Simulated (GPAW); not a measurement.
## A self-consistent single point of TiPt₃ (Pm-3m, 4 atoms in the cell) with GPAW

Method of the run: PBE, GPAW PAW datasets PBE (gpaw-data 1.0.1) (plane waves; GPAW).

Input:

```python
from ase import Atoms
from ase.units import GPa
from gpaw import GPAW, PW

atoms = Atoms(['Ti', 'Pt', 'Pt', 'Pt'],
              cell=[[3.873904, 0.000000, 0.000000],
                    [0.000000, 3.873904, 0.000000],
                    [0.000000, 0.000000, 3.873904]],
              positions=[[0.000000, 0.000000, 0.000000],
                         [1.936952, 1.936952, 0.000000],
                         [0.000000, 1.936952, 1.936952],
                         [1.936952, 0.000000, 1.936952]],
              pbc=True)

calc = GPAW(mode=PW(800),
            xc='PBE',
            kpts=(7, 7, 7),
            occupations={'name': 'methfessel-paxton', 'width': 0.272, 'order': 0},
            nbands=-10,
            convergence={'density': 1e-05, 'energy': 1e-05},
            symmetry={'symmorphic': False, 'tolerance': 0.0005},
            maxiter=150,
            txt='-')

atoms.calc = calc

energy = atoms.get_potential_energy()
print('Energy (eV):', round(energy, 6))
forces = atoms.get_forces()
print('Forces (eV/Ang):')
print(forces.round(5))
stress = atoms.get_stress()
print('Stress (GPa, Voigt):', (stress / GPa).round(4))
```

The program printed (abridged):

```
Input parameters:
  convergence: {density: 1e-05,
                energy: 1e-05}
  kpts: [7 7 7]
  maxiter: 150
  mode: {ecut: 800.0,
         name: pw}
  nbands: -10
  occupations: {name: methfessel-paxton,
                order: 0,
                width: 0.272}
  symmetry: {symmorphic: False,
             tolerance: 0.0005}
  xc: PBE

species:
  Ti:
    name: Titanium
    Z: 22.0
    valence: 12
    core: 10
    charge: 0.0
    file: Ti.PBE.gz

    # Using partial waves for Ti as LCAO basis

  Pt:
    name: Platinum
    Z: 78.0
    valence: 16
    core: 62
    charge: 0.0
    file: Pt.PBE.gz

    # Using partial waves for Pt as LCAO basis

Reference energy: -1524350.102584  # eV

Spin-paired calculation

Convergence criteria:
 Maximum [total energy] change in last 3 cyles: 1e-05 eV / valence electron
 Maximum integral of absolute [dens]ity change: 1e-05 electrons / valence electron
 Maximum integral of absolute [eigenst]ate change: 4e-08 eV^2 / valence electron
 Maximum number of scf [iter]ations: 150

Symmetries present (total): 48
Symmetries with fractional translations: 0
343 k-points: 7 x 7 x 7 Monkhorst-Pack grid
20 k-points in the irreducible part of the Brillouin zone
       k-points in crystal coordinates                weights
   0:     0.00000000    0.00000000    0.00000000          1/343
   1:     0.14285714    0.00000000    0.00000000          6/343
   2:     0.14285714    0.14285714    0.00000000         12/343
   [... 7 lines left out ...]
          ...
  19:     0.42857143    0.42857143    0.42857143          8/343

Wave functions: Plane wave expansion
  Cutoff energy: 800.000 eV
  Number of coefficients (min, max): 2945, 3010
  Pulay-stress correction: 0.000000 eV/Ang^3 (de/decut=0.000000)

Occupation numbers: Methfessel-Paxton:
  width: 0.2720  # eV
  order: 0

Eigensolver

Densities:
  Coarse grid: 27*27*27 grid
  Fine grid: 54*54*54 grid
  Total Charge: 0.000000

Density mixing:
  Method: separate
  Backend: pulay
  Linear mixing parameter: 0.05
  old densities: 5
  Damping of long wavelength oscillations: 50

Hamiltonian:
  XC and Coulomb potentials evaluated on a 54*54*54 grid
  External potential:
    NoExternalPotential

XC parameters: PBE with 2 nearest neighbor stencil

Number of atoms: 4
Number of atomic orbitals: 49
Number of bands in calculation: 40
Number of valence electrons: 60
Bands to converge: occupied

Density initialized from atomic densities
  40 bands from LCAO basis set

Atomic positions and initial magnetic moments

Positions:
   0 Ti     0.000000    0.000000    0.000000    ( 0.0000,  0.0000,  0.0000)
   1 Pt     1.936952    1.936952    0.000000    ( 0.0000,  0.0000,  0.0000)
   2 Pt     0.000000    1.936952    1.936952    ( 0.0000,  0.0000,  0.0000)
   3 Pt     1.936952    0.000000    1.936952    ( 0.0000,  0.0000,  0.0000)

Unit cell:
           periodic     x           y           z      points  spacing
  1. axis:    yes    3.873904    0.000000    0.000000    27     0.1435
  2. axis:    yes    0.000000    3.873904    0.000000    27     0.1435
  3. axis:    yes    0.000000    0.000000    3.873904    27     0.1435

  Lengths:   3.873904   3.873904   3.873904
  Angles:   90.000000  90.000000  90.000000

Effective grid spacing dv^(1/3) = 0.1435

     iter     time        total  log10-change:
                         energy   eigst   dens
iter:   1 --:--:--   -32.098003
iter:   2 --:--:--   -30.987927   -1.28  -1.29
iter:   3 --:--:--   -30.473346   -2.29  -1.40
iter:   4 --:--:--   -29.383506   -1.28  -1.46
iter:   5 --:--:--   -29.261121   -2.32  -1.95
iter:   6 --:--:--   -29.236969   -3.48  -2.16
   [... 3 lines left out ...]
iter:  10 --:--:--   -29.227738   -3.76  -2.78
iter:  11 --:--:--   -29.230136   -3.98  -3.21
iter:  12 --:--:--   -29.230586   -5.74  -2.83
iter:  13 --:--:--   -29.227036   -3.53  -2.85
iter:  14 --:--:--   -29.226844   -4.71  -3.43
iter:  15 --:--:--   -29.226859c  -6.56  -4.11
iter:  16 --:--:--   -29.226900c  -6.36  -4.13
iter:  17 --:--:--   -29.226845c  -6.68  -4.20
iter:  18 --:--:--   -29.226835c  -6.92  -4.44
iter:  19 --:--:--   -29.226838c  -8.00c -5.01c

Converged after 19 iterations.

Dipole moment: (-0.000000, -0.000000, -0.000000) |e|*Ang

Energy contributions relative to reference atoms: (reference = -1524350.102584)

Kinetic:         +5.220686
Potential:      -10.564271
External:        +0.000000
XC:             -22.398056
Entropy (-ST):   -0.063865
Local:           -1.453264
SIC:             +0.000000
--------------------------
Free energy:    -29.258771
Extrapolated:   -29.226838

Showing only first 2 kpts
 Kpt  Band  Eigenvalues  Occupancy
  0    28     12.95380    0.73712
  0    29     14.38344    0.00000
  0    30     14.38344    0.00000
  0    31     14.55474    0.00000

  1    28     12.95454    0.73422
  1    29     13.22034    0.08516
  1    30     14.11481    0.00000
  1    31     14.11481    0.00000

Fermi level: 12.88924

No gap
No difference between direct/indirect transitions
Energy (eV): -29.226838

Forces in eV/Ang:
  0 Ti    0.00000    0.00000    0.00000
  1 Pt   -0.00000    0.00000    0.00000
  2 Pt    0.00000   -0.00000    0.00000
  3 Pt   -0.00000   -0.00000    0.00000

Stress tensor:
    -0.095774     0.000000     0.000000
     0.000000    -0.095774     0.000000
     0.000000     0.000000    -0.095774
Stress (GPa, Voigt): [-15.3448 -15.3448 -15.3448   0.       0.       0.    ]
```

The run converged in 19 iterations. GPAW prints stress with tension positive.

The starting cell comes from a database of computed structures (which also holds hypothetical and non-ambient phases and stackings), without a prior relaxation at this level. Its lattice was rescaled by a random factor within 2.5 % of one. Spin-orbit coupling is off. Spin polarisation is off. With a pressure of about 15 GPa the cell is away from its equilibrium volume at this level.

Cost on one core of a shared machine: roughly 80 s.
